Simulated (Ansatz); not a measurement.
BaTiO3: x(Sr) = 0.5, 10 atoms, Fm-3m

The parent structure is BaTiO3 in the cubic perovskite structure (space group Pm-3m, No. 221; a = 3.9940 Å).

The other end (x = 1) is SrTiO₃ in the cubic perovskite structure (space group Pm-3m, No. 221): 11.93 Å³/atom, gap 2.26 eV.

One thing is altered: a fraction x = 0.5 of the Ba sites is given to Sr, ordered in a cell of 10 atoms (starting symmetry Fm-3m) and fully relaxed.

Method: plane-wave PAW DFT at the r2SCAN level (Ansatz, a program for electronic structure, 500 eV), no spin-orbit coupling. k-mesh 7×7×7 (Γ-centred); smearing 0.05 eV (Fermi–Dirac), for the changed cell.

The volume per atom decreases by 0.39 Å³ to 12.35 Å³ and the band gap rises by 0.04 eV (2.17 eV → 2.21 eV). The gap character (in this cell's own zone, which can be folded) is direct at Γ and the mixing energy is +8 meV/atom. The bowing parameter b of this ordering, from Eg = [1−x] Eg[0] + x Eg[1] − b x [1−x], amounts to 0.0 eV.

Final structure:

```
BaSrTi2O6
1.0
    0.00000     3.95248     3.95248
    3.95248     0.00000     3.95248
    3.95248     3.95248     0.00000
Ba Sr Ti O
1 1 2 6
Direct
  0.00000   0.00000   0.00000
  0.50000   0.50000   0.50000
  0.25000   0.25000   0.25000
  0.75000   0.75000   0.75000
  0.50000   0.00000   0.00000
  0.00000   0.50000   0.50000
  0.00000   0.00000   0.50000
  0.50000   0.50000   0.00000
  0.00000   0.50000   0.00000
  0.50000   0.00000   0.50000
```

Cost of the whole job for the changed cell (relaxation, final SCF and bands): about 2.2 core-minutes (a rough figure).

These are small ordered cells, not random alloys; other orderings at the same x differ. No phonon test of stability was made. All final runs are without spin polarisation. Many cubic perovskites are stable only at high temperature; tilts and polar distortions were not tested. This is not the structure that BaTiO3 has at room temperature and ambient pressure. k-point labels follow each cell's own Brillouin zone.
